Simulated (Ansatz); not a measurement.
Consider Mg in the hcp (Mg type) structure (space group P6_3/mmc, No. 194; a = 3.175 Å, c = 5.185 Å).

The values are results of r2SCAN (Ansatz, a program for electronic structure), spin-orbit coupling left out, earlier PAW set, not measurements.

One change was made to it. Results:

```json
[
 {"quantity": "lattice parameter a", "base": "3.175 Å", "after": "3.331 Å"},
 {"quantity": "c/a ratio", "base": "1.633", "after": "1.560"},
 {"quantity": "band gap", "base": "zero", "after": "zero"}
]
```

Problem. Name the change that was made.
(A) Mg → Sc
(B) Mg → Al
(C) Mg → Y

Solution. A, Mg → Sc. For comparison, the lattice parameter a in the other runs: Mg → Y gives 3.683 Å; Mg → Al gives 2.817 Å.

Whether these cells are dynamically stable was not tested. For Al in this form, whether it has been made was not checked. All final runs are without spin polarisation. This is not the structure that Al has at room temperature and ambient pressure.
